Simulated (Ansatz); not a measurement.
bcc Fe, ferromagnetic (1 1 1) on zinc-blende AlAs (1 1 1) (film strained to the substrate, started from cuts of the bulks and a machine-learned relaxation; slabs Al4As4 and Fe12, which can lie off the formulas; started ferromagnetic)

A periodic stack without vacuum, bcc Fe, ferromagnetic (1 1 1) on zinc-blende AlAs (1 1 1) (film strained to the substrate, started from cuts of the bulks and a machine-learned relaxation; slabs Al4As4 and Fe12, which can lie off the formulas; started ferromagnetic): substrate slab Al4As4, film Fe12, surface cells [[0, -1], [1, -1]] and [[1, -1], [1, 0]], film strained by +1.2 and +1.2 %, outermost planes Al/As and Fe/Fe as cut, which need not be the usual terminations and can put a slab off its formula.

The start was prepared with a machine-learned potential, and the result is one local minimum, with the in-plane cell held and forces under 0.04 eV/Å; the film can end far from its bulk form.

These are PBE (plane waves to 420 eV, PAW; Ansatz, a program for electronic structure) values and carry that method's errors. Scalar-relativistic, without spin–orbit coupling; PBE gaps are too small against experiment. Its k-point mesh 9×9×1, Fermi–Dirac width 0.05 eV.

| Quantity | Value |
|---|---|
| interface area | 14.2 Å² |
| period | 23.05 Å |
| heights between the nearest atoms of the two slabs at the two interfaces | 1.56 and 1.61 Å |
| Al–Fe contacts across the interfaces within 1.22 times the sum of covalent radii | 4, mean 2.74 Å |
| As–Fe contacts across the interfaces within 1.22 times the sum of covalent radii | 4, mean 2.71 Å |
| estimate of the barrier | withheld, since the two interfaces are unlike |
| slope of the mean potential energy in the substrate | -5.8 MV/cm × e |

```
CELL_PARAMETERS angstrom
      4.04764     0.00449    -0.15869
      2.02590     3.50728     0.07115
     -1.09831     0.16225    23.13813
ATOMIC_POSITIONS crystal
  Al 0.64625 0.17019 0.02993
  Al 0.08077 0.45297 0.17968
  Al 0.50788 0.73949 0.32295
  Al 0.93626 0.02527 0.46679
  As 0.00738 0.48963 0.07184
  As 0.43815 0.77430 0.21583
  As 0.86527 0.06081 0.35944
  As 0.29622 0.34531 0.50702
  Fe 0.36724 0.30974 0.61108
  Fe 0.67682 0.65498 0.57455
  Fe 0.74490 0.62092 0.67841
  Fe 0.05403 0.96635 0.64169
  Fe 0.12589 0.93043 0.75055
  Fe 0.43512 0.27581 0.71404
  Fe 0.50538 0.24068 0.82030
  Fe 0.81524 0.58575 0.78481
  Fe 0.88841 0.54917 0.89516
  Fe 0.19606 0.89534 0.85644
  Fe 0.26466 0.86103 0.95993
  Fe 0.57381 0.20648 0.92368
```
Starting moments (μB, in the order of the record's atoms Al Al Al Al As As As As Fe Fe Fe Fe Fe Fe Fe Fe Fe Fe Fe Fe): 0.0 0.0 0.0 0.0 0.0 0.0 0.0 0.0 2.4 2.4 2.4 2.4 2.4 2.4 2.4 2.4 2.4 2.4 2.4 2.4.
